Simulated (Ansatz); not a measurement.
**What uniaxial strain ε_zz = +1.50 % does to Ru**

Base system: Ru in the hcp (Mg type) structure (space group P6_3/mmc, No. 194; a = 2.704 Å, c = 4.263 Å; relaxed with 0.1 eV smearing). Axes: x lies along a and z along c of the hexagonal cell.

It is then changed as follows: the cell is stretched by 1.50 % along z with no lateral relaxation; the atoms relax in the strained cell.

Computed with Ansatz (an electronic-structure program), r2SCAN, PAW, cutoff 500 eV, no spin-orbit coupling. k-mesh 24×24×14 (Γ-centred); smearing 0.1 eV (Fermi–Dirac).

The volume per atom goes up by 0.20 Å³ (13.50 Å³ → 13.70 Å³) and the space group remains P6_3/mmc (No. 194). The shortest interatomic distance goes up by 0.026 Å (2.642 Å → 2.668 Å) and the energy grows by 6.2 meV/atom. The pressure (mean of the normal stresses, compression positive) goes from zero to -5.0 GPa and the band gap stays zero. The stress (xx, yy, zz, yz, xz, xy; compression positive) comes out as (-2.6, -2.6, -9.7, 0.0, 0.0, 0.0) GPa.

Whether these cells are dynamically stable was not tested. The final runs are not spin-polarised.
